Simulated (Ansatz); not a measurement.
The cell is built on a prototype and need not be the phase stable at ambient conditions.

By PBEsol, the system below comes out a metal.

The ballistic (Sharvin) conductance counts the channels at the Fermi level: G/A = (e²/h) × channels of both spins per area.

```xyz
2
Lattice="4.5573 0.0000 0.0000 0.0000 6.4451 0.0000 2.2787 3.2225 2.2787" Properties=species:S:1:pos:R:3 pbc="T T T"
Hf     2.2787     4.8338     0.0000
Hf     0.0000     3.2225     0.0000
```

Space group of this cell: Fd-3m, diamond. The cell was relaxed by PBE-D3(BJ); by PBEsol its mean pressure is -1.0 GPa.

The current flows along the normal of the first two printed cell vectors. No spin-orbit coupling; the value is a mean over 0.1 eV about the Fermi level.

### Question
Estimate the ballistic conductance per area that Ansatz (a program for electronic structure) with PBEsol returns for this system.

### Answer
0.94 × 10¹⁵ S/m² for both spins.
